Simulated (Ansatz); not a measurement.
Defect migration in bcc Ta: interstitial S, neutral cell. The step: several atoms move together, S the farthest; the atom moves 1.65 Å along (0.00, 0.00, -0.50) of the unit cell; the moving atom starts with neighbours 2 Ta at 2.21, 4 Ta at 2.40 Å and ends with 2 Ta at 2.21, 4 Ta at 2.40 Å. DFT values are from Ansatz (plane-wave PAW, 420 eV unless said) in a cell of 36 host sites, spin-restricted, static, with no finite-size correction. Sites that were not tried may lie lower. For the PBE band: the saddle point's order was not checked, and it lies on a symmetry element of the cell, where a band can be held.

```csv
Level,Forward barrier (eV),Cost of the band or of the saddle's single point
"CHGNet universal potential (has no charge state), its own band",0.18,-
"PBE, a 2×2×3 k-point mesh shifted by half a step, band relaxed",1.36,roughly 60 core-minutes
"PBE, a 3×3×4 k-point mesh shifted by half a step, same geometries",1.40,around 7 core-minutes (rough)
"r2SCAN at 500 eV, a 2×2×3 k-point mesh shifted by half a step, same geometries",?,roughly 4 core-minutes
```

Q: Fill in the missing entries.

A: 
- r2SCAN at 500 eV, a 2×2×3 k-point mesh shifted by half a step, same geometries, Forward barrier (eV): 1.44

Ansatz is an electronic-structure program.
